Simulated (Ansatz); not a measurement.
The reference is ZrO$_{2}$ (space group P4_2/nmc, No. 137; a = 3.584 Å, c = 5.177 Å).

Method: PBEsol, PAW, 420 eV (Ansatz, an electronic-structure program; no spin-orbit coupling).

One change was made to it. Results:

The smallest direct gap hardly moves (4.12 eV against 4.13 eV); the density increases by 0.14 g/cm³, from 6.15 g/cm³ to 6.29 g/cm³; the gap character goes from indirect, M–Γ (56 % along) → Γ to indirect, A → Γ; the band gap remains 4.00 eV; the c/a ratio decreases by 0.007 to 1.437.

Which of these changes matches the shifts?
A. pressure 30 GPa
B. pressure 22.5 GPa
C. pressure 4.5 GPa
D. pressure 2.1 GPa
E. pressure −1 GPa

C, pressure 4.5 GPa. For comparison, the gap character in the other runs: pressure 22.5 GPa gives indirect, M → Γ; pressure 2.1 GPa gives indirect, M–Γ (56 % along) → Γ; pressure 30 GPa gives indirect, M → Γ; pressure −1 GPa gives indirect, M–Γ (56 % along) → Γ.

Load acts through the strain it causes; cell and atoms are relaxed under it. Stability against distortions was not tested. No other phases were tried under pressure. This is not the structure that ZrO2 has at room temperature and ambient pressure.
